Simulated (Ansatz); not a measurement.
**Al2O3: energy against volume**

Al2O3 (corundum, R-3c, 8.761 Å³/atom and stress up to 0.01 GPa in the relaxed cell, c along z) under hydrostatic pressure, with the cell free. PBE in Ansatz, a plane-wave DFT program (PAW, default set), 420 eV, 8×8×8 Γ-centred mesh, Fermi-Dirac smearing 0.05 eV; ions are relaxed, or left where forces stay under 0.02 eV/Å, within the symmetry of each cell.

Here V stands for volume and E for E less E0.

```
volume (Å³/atom)  E less E0 (meV/atom)  pressure (GPa)
----------------  --------------------  --------------
8.8388                            0.48           -2.00
8.7994                            0.13           -1.00
8.7609                            0.00            0.00
8.7270                            0.11            0.90
8.6828                            0.52            2.10
8.5975                            2.28            4.50
8.4481                            8.53            8.99
8.2669                           22.06           14.99
8.0641                               ?               ?
```

Fit E of the 8 rows that show it with the third-order Birch-Murnaghan form, a cubic in V^(-2/3). With u = V^(-2/3) - 0.238, the rows have u = -0.004078, -0.003380, -0.002693, -0.002084, -0.001284, 0.000279, 0.003080, 0.006590. Least squares gives E = 1.871 + 1376.2·u + 254737·u² + 198157·u³. Residuals (row less fit): -0.002, 0.008, -0.008, 0.002, -0.004, 0.005, -0.002, 0.000; standard error 0.007 (degrees of freedom: 4). Its minimum lies at u = -0.002710, so V0 = (0.235290)^(-3/2) = 8.762. There d²E/du² = 506300 and d³E/du³ = 1189000, so B0 = (4/9) × 8.762^(-7/3) × 506300 × 0.160218 = 228 GPa (the last factor turns the table's units into GPa), and B0' = 4 + (2/3) × 0.235290 × (1189000)/506300 = 4.4. B0' rests on the cubic coefficient alone and has a standard error of 0.2 from these residuals.

Problem. Estimate the missing E (V = 8.0641); what did the run itself give?

Solution. u = 0.010673, so E = 1.871 + 1376.2 × 0.010673 + 254737 × 0.010673² + 198157 × 0.010673³ = 45.818 meV/atom. The calculation gives 45.67 meV/atom, 0.148 meV/atom below the prediction (0.3 % of the range of E in the table). The row lies outside the fitted rows, so this is an extrapolation. From the scatter of the fitted rows alone, a prediction at this place has a standard error of 0.059 meV/atom, so the miss is 2.5 times that.

Other structures, which can take over under pressure, weren't tried. The same form fitted to the pressure column gives B0' = 4.0; series where the two differ by over 0.4 aren't shown. Rows are the converged runs of the series near zero and its far end, less any whose ions stayed unrelaxed beside relaxed ones; series whose fitted rows scatter by over a few per cent of the range, as at a crossing or softening among them, aren't shown in this form.
